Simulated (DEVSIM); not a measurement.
System: abrupt InP n-p junction, at 300 K.

Layer 1 from the left is InP, thickness (μm) 0.900, Nd (cm⁻³) 3.3e15, τn (s) 3.4e-9, τp (s) 3.4e-9. Layer 2 from the left is InP, thickness (μm) 40.0, Na (cm⁻³) 4.3e17, τn (s) 3.4e-9, τp (s) 3.4e-9.

Left contact: ohmic. Right contact: ohmic. Voltage is applied to the left contact. Recombination: SRH at mid-gap, radiative. Mobility is constant in doping.

This is a model device: material constants are rounded textbook-type values typed into the input, and sizes, dopings and lifetimes were drawn at random. Values at 300 K.

InP: gap (eV) 1.344, affinity (eV) 4.38, permittivity 12.5, Nc (cm⁻³) 5.7e17, Nv (cm⁻³) 1.1e19, μn (cm²/Vs) 5200, μp (cm²/Vs) 170, B (cm³/s) 1.2e-10.

Simulated with DEVSIM: 1D drift-diffusion, Boltzmann statistics, complete ionisation; no tunnelling, impact ionisation, image-force lowering or self-heating.

Task: What does the simulation give for the potential step across the device at zero bias, the dark forward voltage at 1 A/cm²?

Result: potential step across the device at zero bias 1.127 V; dark forward voltage at 1 A/cm² 0.903 V.
